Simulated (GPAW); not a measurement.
A self-consistent single point of ZnS (P6_3mc, 8 atoms in the cell) with GPAW.

Level of theory: PBE+U, GPAW PAW datasets PBE (gpaw-data 1.0.1) (plane waves; GPAW 25.7.0).

```
CELL_PARAMETERS angstrom
      3.88551     0.00000     0.00000
     -1.94276     3.36495     0.00000
      0.00000     0.00000    12.70290
ATOMIC_POSITIONS crystal
  Zn 0.66667 0.33333 0.74993
  Zn 0.33333 0.66667 0.24993
  Zn 0.00000 0.00000 0.50000
  Zn 0.00000 0.00000 0.00000
  S  0.66667 0.33333 0.93773
  S  0.33333 0.66667 0.43773
  S  0.00000 0.00000 0.68734
  S  0.00000 0.00000 0.18734
```

Reference input (self-consistent single point, DFT PBE, plane waves, GPAW PAW datasets PBE (gpaw-data 1.0.1)): mode = pw; ecut = 800 eV; xc = PBE; kpts = 5 5 2; mesh shift (steps) = 0 0 0; occupations.name = fixed-uniform; nbands = -8; convergence.density = 1e-05 e/electron; convergence.energy = 1e-05 eV/electron; convergence.bands = -6; symmetry.symmorphic = false; symmetry.tolerance = 0.0005. This run's input differs from it in these lines:

```diff
@@ -20,2 +20,3 @@
             xc='PBE',
+            setups={'Zn': ':d,4.0'},
             kpts={'size': (5, 5, 2), 'gamma': True},
```

Output (repeated stretches shortened):

```
     iter     time        total  log10-change:
                         energy   eigst   dens
iter:   1 --:--:--   -28.564075   +0.60
iter:   2 --:--:--   -28.706824   +0.22  -1.15
iter:   3 --:--:--   -27.974464   -0.18  -1.18
iter:   4 --:--:--   -28.043712   -0.98  -1.47
iter:   5 --:--:--   -28.391903   -1.45  -1.63
iter:   6 --:--:--   -28.054711   -1.80  -1.51
iter:   7 --:--:--   -28.057324   -2.38  -2.28
iter:   8 --:--:--   -28.061383   -3.05  -2.93
iter:   9 --:--:--   -28.049947   -3.09  -2.82
iter:  10 --:--:--   -28.049518   -3.69  -3.16
iter:  11 --:--:--   -28.049565c  -4.33  -3.31
   [... lines left out ...]
iter:  15 --:--:--   -28.049626   -5.01  -4.10
iter:  16 --:--:--   -28.049613c  -5.95  -4.16
iter:  17 --:--:--   -28.049617c  -5.88  -4.26
iter:  18 --:--:--   -28.049613c  -6.70  -4.30
iter:  19 --:--:--   -28.049613c  -6.99  -4.42
iter:  20 --:--:--   -28.049613c  -7.14  -4.48
iter:  21 --:--:--   -28.049613c  -7.48c -4.57
iter:  22 --:--:--   -28.049618c  -6.62  -4.60
iter:  23 --:--:--   -28.049615c  -7.78c -4.50
iter:  24 --:--:--   -28.049614c  -7.28  -4.60
iter:  25 --:--:--   -28.049613c  -7.76c -4.75
iter:  26 --:--:--   -28.049613c  -7.45c -4.87
iter:  27 --:--:--   -28.049613c  -7.51c -5.18c
Converged after 27 iterations.

Dipole moment: (0.000000, -0.000000, 6.757476) |e|*Ang

Energy contributions relative to reference atoms: (reference = -238875.786202)

Kinetic:        +57.094501
Potential:      -49.591322
External:        +0.000000
XC:             -36.023902
Entropy (-ST):   +0.000000
Local:           +0.471111
SIC:             +0.000000
--------------------------
Free energy:    -28.049613
Extrapolated:   -28.049613

Showing only first 2 kpts
 Kpt  Band  Eigenvalues  Occupancy
  0    34      3.05760    2.00000
  0    35      3.05761    2.00000
  0    36      5.18827    0.00000
  0    37      6.33950    0.00000

  1    34      2.93467    2.00000
  1    35      2.93467    2.00000
  1    36      6.03163    0.00000
  1    37      6.03163    0.00000

Fermi level: 4.12294

Gap: 2.131 eV
Transition (v -> c):
   [... lines left out ...]
  2 Zn    0.00000   -0.00000   -0.00209
  3 Zn    0.00000    0.00000   -0.00209
  4 S     0.00000    0.00000   -0.00974
  5 S     0.00000    0.00000   -0.00974
  6 S     0.00000    0.00000   -0.00094
  7 S     0.00000   -0.00000   -0.00094

Stress tensor:
     0.011025     0.000000    -0.000000
     0.000000     0.011025     0.000000
    -0.000000     0.000000     0.011524
Stress (GPa, Voigt): [ 1.7663  1.7663  1.8463  0.     -0.      0.    ]
```

The run converged in 27 iterations. GPAW prints stress with tension positive. Against the reference run the pressure hardly changes (-1.81 to -1.79 GPa), the largest force moves little (0.011 to 0.012 eV/Å) and the gap on the mesh goes from 1.917 to 2.131 eV.

The starting cell comes from a database of computed structures (which also holds hypothetical and non-ambient phases and stackings), without a prior relaxation at this level. Its lattice was rescaled by a random factor within 2.5 % of one. Spin polarisation is off. The U value is a test value.

Cost on one core of a shared machine: roughly 3 min.
